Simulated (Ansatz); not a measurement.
C (model structure, Ibam, No. 72, 6 atoms in the cell), treated with G0W0@PBEsol in Ansatz (hard PAW, contour deformation).

The cell is the one relaxed with PBEsol. Conventional cell: a = 2.6459 Å, b = 5.5230 Å, c = 4.6461 Å, α = 90.00°, β = 90.00°, γ = 90.00°.

One run with a 6×6×6 mesh, response cutoff 150 eV and 260 empty bands, not extrapolated in mesh or basis; no spin–orbit coupling.

Some levels at Γ in eV, each set counted from its highest filled level:

| row | degeneracy | PBEsol | quasiparticle |
|---|---|---|---|
| 1 | 1 | -12.60 | ___ |
| 2 | 1 | -10.59 | ___ |
| 3 | 1 | -10.13 | -10.24 |
| 4 | 1 | -7.18 | ___ |
| 5 | 1 | -6.64 | ___ |
| 6 | 1 | -3.56 | -3.66 |
| 7 | 1 | -3.05 | -3.10 |
| 8 | 1 | -2.74 | -2.84 |
| 9 | 1 | -1.40 | -1.44 |
| 10 | 1 | 0.00 | 0.00 |
| 11 | 1 | 5.65 | ___ |
| 12 | 1 or more | 5.80 | ___ |

### Question
What belongs in the gaps?

### Answer

- 1, quasiparticle: -13.02
- 2, quasiparticle: -11.00
- 4, quasiparticle: -7.39
- 5, quasiparticle: -6.86
- 11, quasiparticle: 6.93
- 12, quasiparticle: 7.15

Levels within 5 meV count as one row.

Note: the relaxation could raise the start's symmetry but not lower it, so the cell can be a saddle point.

A model structure was made by putting elements into a prototype or built by hand; it is no filed structure, need not be a known phase, and can be a saddle point held by its symmetry.

Ansatz is a first-principles code.
